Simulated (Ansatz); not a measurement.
Effective masses and thermopower of Li2O (Fm-3m)

Here is the system:

```
CELL_PARAMETERS angstrom
      0.00000     2.28996     2.28996
      2.28996     0.00000     2.28996
      2.28996     2.28996     0.00000
ATOMIC_POSITIONS crystal
  Li 0.75000 0.75000 0.75000
  Li 0.25000 0.25000 0.25000
  O  0.00000 0.00000 0.00000
```

All values below come from PBEsol, rigid bands (plane waves, PAW, scalar-relativistic; Ansatz, an electronic-structure program). Cell: cell and atoms relaxed with PBEsol.

```yaml
band_gap: 4.88 eV
electron conductivity mass (300 K, dilute): 0.52 mₑ
hole conductivity mass (300 K, dilute): 2.1 mₑ
effective density of states N_c (300 K): 2.9e19 cm⁻³
effective density of states N_v (300 K): 4.5e20 cm⁻³
density_of_states_mass_electrons: 1.11 mₑ
density_of_states_mass_holes: 6.8 mₑ
Seebeck coefficient, n-type 1e19 cm⁻³, 300 K: -310 μV/K
best n-type power factor at 300 K for τ = 10 fs (best axis; densities from 1e16 to 1e21 cm⁻³ tried, whether or not they can be reached): 9.6 μW/(cm·K²) at 1e20 cm⁻³
Seebeck coefficient, p-type 1e19 cm⁻³, 300 K: 537 μV/K
```

Rigid bands; masses and Seebeck coefficients take one relaxation time τ for all states and one kind of carrier; polarons and phonon drag are left out. Spin-orbit coupling is left out.
